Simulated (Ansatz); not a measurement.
Reference: Ca₃SbN (Pm-3m), PBEsol, rigid bands (plane waves, PAW, scalar-relativistic; Ansatz, a quantum-chemistry and plane-wave program); axes and stresses refer to this cell.

```xyz
5
Lattice="4.8031 0.0000 0.0000 0.0000 4.8031 0.0000 0.0000 0.0000 4.8031" Properties=species:S:1:pos:R:3 pbc="T T T"
Ca     0.0000     2.4015     2.4015
Ca     2.4015     0.0000     2.4015
Ca     2.4015     2.4015     0.0000
Sb     0.0000     0.0000     0.0000
N      2.4015     2.4015     2.4015
```

band gap: 0.33 eV
electron conductivity mass: 0.23 mₑ
Seebeck coefficient, n-type 1e19 cm⁻³: -198 μV/K

Problem. Change: spin-orbit coupling switched on. What happens to band gap, electron conductivity mass, Seebeck coefficient, n-type 1e19 cm⁻³?

Solution. band gap falls to 0.22 eV; electron conductivity mass moves little, to 0.23 mₑ; Seebeck coefficient, n-type 1e19 cm⁻³ moves little, to -196 μV/K.

Masses are for dilute carriers at 300 K, harmonic means over directions unless an axis is named. Seebeck coefficients are for the stated density at 300 K, with one relaxation time for all states and whether or not that doping can be reached. Spin-orbit coupling is left out unless a row names it; without it the gap and masses of crystals with these elements can be far off. 

Computed structure with no diffraction record at hand here (it may be known, metastable or hypothetical): Ca3SbN (Pm-3m).
